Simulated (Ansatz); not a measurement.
# Several settings converged on VRe (Cmmm, 2 atoms in the cell)

```xyz
2
Lattice="1.5073 -2.1757 0.0000 1.5073 2.1757 0.0000 0.0000 0.0000 4.2094" Properties=species:S:1:pos:R:3 pbc="T T T"
V      1.5073     0.0000     2.1047
Re     0.0000     0.0000     0.0000
```

Base method: LDA (PW92), default PAW files made with PBE (plane waves; Ansatz, a first-principles code).

Base settings: basis.ecutwfc = 30.9 Ry; kpoints.mp_grid.grid = 13 13 8; hamiltonian.xc = lda; hamiltonian.pseudopotentials = {kind: paw} (the program's default PAW files); scf.occupations.method = fermi_dirac; scf.occupations.width = 0.0073 Ry.

Core times come from one kind of shared machine, to one figure; runs under 30 s give none.

**Zone-centre phonons against the cutoff**

In this ladder: phonons.method = dfpt.

The mesh stays at the base's, so the ladder's end is converged at best in this setting alone.

Frequencies are those of the unrelaxed cell, without the LO-TO term of polar crystals.

Only quantities that move along the ladder and can be compared are tabulated.

```csv
basis.ecutwfc,highest zone-centre frequency (cm⁻¹),core time / last (rough)
15.4 Ry,249.7,–
18.4 Ry,289.3,0.3
21.7 Ry,285.0,0.3
26.1 Ry,282.3,0.5
30.9 Ry,282.0,0.6
37.1 Ry,282.0,0.7
46.3 Ry,282.0,1
```

Coarsest basis.ecutwfc that holds the highest zone-centre frequency within 2 cm⁻¹ of the last step, with all finer ones: 26.1 Ry; the step before is off by 3.0 cm⁻¹.

**The force threshold of a relaxation**

On VRe (Cmm2, 2 atoms in the cell): one atom moved by 0.15 angstrom.

In this ladder: relax = atoms.

The mesh stays at the base's, so the ladder's end is converged at best in this setting alone.

Only quantities that move along the ladder and can be compared are tabulated.

```tsv
relax.f_tol	free energy less the last step's (meV/atom)	largest force left (eV/Å)	relaxation steps
0.2 eV/Å	0.82	0.1953	3
0.1 eV/Å	0.00	0.0003	3
0.05 eV/Å	0.00	0.0004	3
0.03 eV/Å	0.00	0.0004	4
0.02 eV/Å	0.00	0.0005	4
0.01 eV/Å	0.00	0.0005	4
0.005 eV/Å	0.00	0.0005	4
0.002 eV/Å	0.00	0.0005	4
0.001 eV/Å	0.00	0.0005	4
```

Coarsest relax.f_tol that holds the free energy within 0.1 meV/atom of the last step, with all finer ones: 0.1 eV/Å; the step before is off by 0.82 meV/atom.

Coarsest relax.f_tol that holds the largest force left within 0.005 eV/Å of the last step, with all finer ones: 0.1 eV/Å; the step before is off by 0.19 eV/Å.

On the base run: the starting cell comes from a database of computed structures (which also holds hypothetical and non-ambient phases and stackings), without a prior relaxation at this level. Its lattice was rescaled by up to half a per cent. Spin polarisation is off. In the base run, with a pressure of about -8 GPa the cell is away from its equilibrium volume at this level.

Keys are those of Ansatz 0.2.
